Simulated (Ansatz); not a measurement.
## One base run on Ta3Re (P1, 4 atoms in the cell) and variants with one or two settings moved

```
Ta3Re
1.0
    0.00000     3.23752     3.23752
    3.23752     0.00000     3.23752
    3.23752     3.23752     0.00000
Ta Re
3 1
Direct
  0.25408   0.25348   0.24810
  0.74428   0.75279   0.74497
  0.50371   0.50200   0.49813
  0.99793   0.99173   0.00880
```

Base run A: LDA (PW92), default PAW files made with PBE (Ansatz, a first-principles code), self-consistent single point.

Its settings: basis.ecutwfc = 30.9 Ry; kpoints.mp_grid.grid = 6 6 6; kpoints.mp_grid.shift = 0.5 0.5 0.5; hamiltonian.xc = lda; hamiltonian.pseudopotentials = {kind: paw} (the program's default PAW files); scf.occupations.method = methfessel_paxton; scf.occupations.width = 0.01 Ry.

The starting cell comes from a database of computed structures (which also holds hypothetical and non-ambient phases and stackings), without a prior relaxation at this level. Its atoms were displaced at random from the sites of space group no. 225. Spin polarisation is off. In the base run, with a pressure of about -10 GPa the cell is away from its equilibrium volume at this level. Ansatz's pressure includes its estimate of the finite-basis (Pulay) stress.

ΔF is the free energy per atom less that of run A. 

```json
[
 {"run": "A", "change": "base", "ΔF (meV/atom)": "0.00", "pressure (GPa)": "-10.15", "largest force (eV/Å)": "0.676", "k-points": "108"},
 {"run": "B", "change": "scf.occupations.width: 0.01 Ry → 0.0588 Ry", "ΔF (meV/atom)": "4.9", "pressure (GPa)": "-10.15", "largest force (eV/Å)": "0.649", "k-points": "108"},
 {"run": "C", "change": "crystal.symmetry.detect: default → false", "ΔF (meV/atom)": "0.00", "pressure (GPa)": "-10.15", "largest force (eV/Å)": "0.676", "k-points": "108"},
 {"run": "D", "change": "kpoints.mp_grid.grid: 6 6 6 → 7 7 7", "ΔF (meV/atom)": "-0.12", "pressure (GPa)": "-10.21", "largest force (eV/Å)": "0.667", "k-points": "172"},
 {"run": "E", "change": "scf.occupations.method: methfessel_paxton → fermi_dirac; scf.occupations.width: 0.01 Ry → 0.0147 Ry", "ΔF (meV/atom)": "-49.6", "pressure (GPa)": "-9.47", "largest force (eV/Å)": "0.646", "k-points": "108"},
 {"run": "F", "change": "scf.mixing.preconditioner: default (the program chose Kerker) → kerker_dos", "ΔF (meV/atom)": "0.00", "pressure (GPa)": "-10.15", "largest force (eV/Å)": "0.676", "k-points": "108"},
 {"run": "G", "change": "basis.precision: default → f64", "ΔF (meV/atom)": "0.00", "pressure (GPa)": "-10.15", "largest force (eV/Å)": "0.676", "k-points": "108"},
 {"run": "H", "change": "scf.mixing.algorithm: default (the program chose MSR1) → msr1; scf.mixing.ndim: default → 20", "ΔF (meV/atom)": "0.00", "pressure (GPa)": "-10.15", "largest force (eV/Å)": "0.676", "k-points": "108"}
]
```

Run E against A: The free energy drops by 49.6 meV/atom, the pressure goes from -10.15 to -9.47 GPa and the largest force goes from 0.676 to 0.646 eV/Å.

Run B against A: The free energy rises by 4.9 meV/atom, the pressure stays at -10.15 GPa and the largest force goes from 0.676 to 0.649 eV/Å.

Keys are those of Ansatz 0.2.
